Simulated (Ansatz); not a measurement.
Electronic density of states of amorphous Ge$_{12}$Sb$_{12}$S$_{36}$, density 3.83 g/cm³, on a 2×2×2 Γ-centred mesh with a Gaussian width of 0.1 eV; energies count from the Fermi level, whose place inside the gap is arbitrary. Cell and mesh are small, so fine structure isn't converged. Level of theory: PBE-D3(BJ), scalar-relativistic without spin-orbit coupling (plane waves to 420 eV, PAW; Ansatz, a quantum-chemistry and plane-wave program). Sampling: a 2×2×2 Γ-centred mesh; Fermi-Dirac width 0.05 eV; no spin polarisation.

The cell was made by melting and quenching with the CHGNet potential and then relaxed with DFT. The hot cell started wider than the set density and was brought back towards it in steps. It is the lowest in DFT energy of 3 quenches. It is a model cell: composition and starting density were chosen by hand, and all elements were melted together. The geometry includes D3(BJ) dispersion. Its density started from a set value of 3.43 and ended at 3.83 g/cm³. The quench (nominally 99 K/ps over its main leg) was far faster than any real one, so the model tends to hold more defects than a real film. Values belong to this one cell and scatter from quench to quench. Volume and shape were free in the relaxation.

(E - EF (eV), states/(eV atom)): (-12.00, 0.07); (-11.90, 0.16); (-11.80, 0.09); (-11.70, 0.01); (-11.60, 0.00); (-11.50, 0.01); (-11.40, 0.12); (-11.30, 0.16); (-11.20, 0.04); (-11.10, 0.00); (-11.00, 0.00); (-10.90, 0.00); (-10.80, 0.00); (-10.70, 0.00); (-10.60, 0.00); (-10.50, 0.00); (-10.40, 0.00); (-10.30, 0.00); (-10.20, 0.01); (-10.10, 0.08); (-10.00, 0.17); (-9.90, 0.22); (-9.80, 0.33); (-9.70, 0.36); (-9.60, 0.34); (-9.50, 0.38); (-9.40, 0.32); (-9.30, 0.22); (-9.20, 0.18); (-9.10, 0.19); (-9.00, 0.27); (-8.90, 0.28); (-8.80, 0.27); (-8.70, 0.37); (-8.60, 0.36); (-8.50, 0.28); (-8.40, 0.25); (-8.30, 0.33); (-8.20, 0.32); (-8.10, 0.23); (-8.00, 0.21); (-7.90, 0.22); (-7.80, 0.23); (-7.70, 0.24); (-7.60, 0.21); (-7.50, 0.13); (-7.40, 0.15); (-7.30, 0.19); (-7.20, 0.17); (-7.10, 0.10); (-7.00, 0.11); (-6.90, 0.12); (-6.80, 0.09); (-6.70, 0.06); (-6.60, 0.01); (-6.50, 0.00); (-6.40, 0.00); (-6.30, 0.00); (-6.20, 0.00); (-6.10, 0.04); (-6.00, 0.14); (-5.90, 0.24); (-5.80, 0.35); (-5.70, 0.42); (-5.60, 0.48); (-5.50, 0.60); (-5.40, 0.64); (-5.30, 0.65); (-5.20, 0.61); (-5.10, 0.52); (-5.00, 0.53); (-4.90, 0.60); (-4.80, 0.58); (-4.70, 0.55); (-4.60, 0.54); (-4.50, 0.60); (-4.40, 0.61); (-4.30, 0.61); (-4.20, 0.63); (-4.10, 0.68); (-4.00, 0.69); (-3.90, 0.69); (-3.80, 0.66); (-3.70, 0.62); (-3.60, 0.65); (-3.50, 0.65); (-3.40, 0.68); (-3.30, 0.67); (-3.20, 0.69); (-3.10, 0.77); (-3.00, 0.76); (-2.90, 0.77); (-2.80, 0.79); (-2.70, 0.81); (-2.60, 0.79); (-2.50, 0.78); (-2.40, 0.73); (-2.30, 0.68); (-2.20, 0.73); (-2.10, 0.78); (-2.00, 0.82); (-1.90, 0.80); (-1.80, 0.78); (-1.70, 0.78); (-1.60, 0.71); (-1.50, 0.69); (-1.40, 0.72); (-1.30, 0.70); (-1.20, 0.65); (-1.10, 0.54); (-1.00, 0.47); (-0.90, 0.46); (-0.80, 0.42); (-0.70, 0.30); (-0.60, 0.12); (-0.50, 0.02); (-0.40, 0.00); (-0.30, 0.00); (-0.20, 0.00); (-0.10, 0.00); (0.00, 0.00); (0.10, 0.00); (0.20, 0.00); (0.30, 0.00); (0.40, 0.00); (0.50, 0.02); (0.60, 0.10); (0.70, 0.24); (0.80, 0.37); (0.90, 0.35); (1.00, 0.45); (1.10, 0.55); (1.20, 0.55); (1.30, 0.55); (1.40, 0.60); (1.50, 0.64); (1.60, 0.66); (1.70, 0.65); (1.80, 0.64); (1.90, 0.57); (2.00, 0.58); (2.10, 0.66); (2.20, 0.71); (2.30, 0.66); (2.40, 0.59); (2.50, 0.57); (2.60, 0.60); (2.70, 0.65); (2.80, 0.69); (2.90, 0.71)

The gap on this mesh is 1.21 eV; the broadening fills part of it in the curve.
